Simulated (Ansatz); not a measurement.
Take SnO (space group P4/nmm, No. 129; layered, stacked along the Cartesian z axis) as the base.

```
SnO
1.0
    3.83709     0.00000     0.00000
    0.00000     3.83709     0.00000
    0.00000     0.00000     4.75881
Sn O
2 2
Cartesian
  1.91855   0.00000   3.60037
  0.00000   1.91855   1.15845
  1.91855   1.91855   0.00000
  0.00000   0.00000   0.00000
```

Method: PBE-D3(BJ) (Ansatz, a quantum-chemistry and plane-wave program, PAW, no spin-orbit coupling).

One change was made to it. Results:

```tsv
quantity	base	after
volume per atom	17.52 Å³	15.24 Å³
band gap	zero	zero
c/a ratio	1.240	1.169
```

Task: Which of these changes matches the shifts?
A) pressure 7.5 GPa
B) pressure 1.5 GPa
C) pressure 0.3 GPa

Result: A, pressure 7.5 GPa. For comparison, the volume per atom in the other runs: pressure 0.3 GPa gives 17.37 Å³; pressure 1.5 GPa gives 16.85 Å³.

Load acts through the strain it causes; cell and atoms are relaxed under it. No phonon test of stability was made. Competing high-pressure phases were not computed. All final runs are without spin polarisation. The zero or small gap of SnO can change with the level of theory.
